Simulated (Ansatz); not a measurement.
Ba3ZnN2O (P4/mmm, No. 123, 7 atoms in the cell; start mp-545788), treated with PBEsol (Ansatz, a quantum-chemistry and plane-wave program, plane waves, PAW).

Numerical settings: plane-wave cutoff 500 eV, 10×10×4 k mesh (along the axes of the cell as run), Fermi–Dirac smearing 0.05 eV, scalar-relativistic PAW data made under PBE.

Cell (relaxed at this level):

Space group P4/mmm (No. 123); a = 4.060 Å, b = 4.060 Å, c = 9.082 Å, α = 90.00°, β = 90.00°, γ = 90.00°

```json
[
 {"atom": "Ba", "site": "2g", "symmetry": "4mm", "x": "0.0000", "y": "0.0000", "z": "0.2183"},
 {"atom": "Ba", "site": "1d", "symmetry": "4/mmm", "x": "0.5000", "y": "0.5000", "z": "0.5000"},
 {"atom": "Zn", "site": "1c", "symmetry": "4/mmm", "x": "0.5000", "y": "0.5000", "z": "0.0000"},
 {"atom": "N", "site": "2h", "symmetry": "4mm", "x": "0.5000", "y": "0.5000", "z": "0.2006"},
 {"atom": "O", "site": "1b", "symmetry": "4/mmm", "x": "0.0000", "y": "0.0000", "z": "0.5000"}
]
```

Q: What does this level give for the band gap?

A: 
band gap: 0.33 eV (on the SCF k mesh)

Note: the relaxation could not lower the start's symmetry, so the cell can be a saddle point above a distorted one.

Spin–orbit coupling is not included.

Cost on a shared machine: around 3 core-minutes (rough).

A start named mp-… is a Materials Project structure, which need not be a measured phase.
